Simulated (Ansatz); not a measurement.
# BeTe: energy against strain

BeTe (zinc blende, F-43m, 22.003 Å³/atom at rest) under an equal strain ε in the (111) plane with the normal axis free, as in a coherent film. PBEsol in Ansatz, a plane-wave DFT program (PAW, default set), 420 eV, 10×10×10 Γ-centred mesh, Fermi-Dirac smearing 0.05 eV; ions are relaxed within the symmetry of each cell.

Here s stands for strain and y for E less E0.

```
strain (%)  E less E0 (meV/atom)
----------  --------------------
-1.25                       3.18
-0.83                       1.39
-0.42                       0.36
0.00                        0.00
0.42                        0.33
0.83                        1.31
1.25                        2.96
2.50                           ?
```

Using a parabola, estimate the missing y at s = 2.50 from the other rows, showing the fit.

Least squares gives y = -0.002 - 0.0729·s + 1.9655·s². Residuals (row less fit): 0.020, -0.023, -0.015, 0.002, 0.016, 0.018, -0.018; standard error 0.023 (degrees of freedom: 4). Twice the quadratic coefficient over the volume, 2 × 1.9655 meV × 10⁴ × 0.1602 / 22.003 Å³, is twice the biaxial elastic modulus of this plane = 286 ± 2 GPa. At the withheld row, y = -0.002 - 0.0729 × 2.50 + 1.9655 × 2.50² = 12.100 meV/atom. The calculation gives 11.57 meV/atom, 0.530 meV/atom below the prediction (4.6 % of the range of y in the table). The row lies outside the fitted rows, so this is an extrapolation. From the scatter of the fitted rows alone, a prediction at this place has a standard error of 0.087 meV/atom, so the miss is 6.1 times that.

One order more, fitted to all 13 runs of the series, follows each within 0.01, so the miss is the next term of a smooth law. Rows are the converged runs of the series near zero and its far end; series whose fitted rows scatter by over a few per cent of the range, as at a crossing or softening among them, aren't shown in this form. Most that stay on the fit to the last digits aren't either.
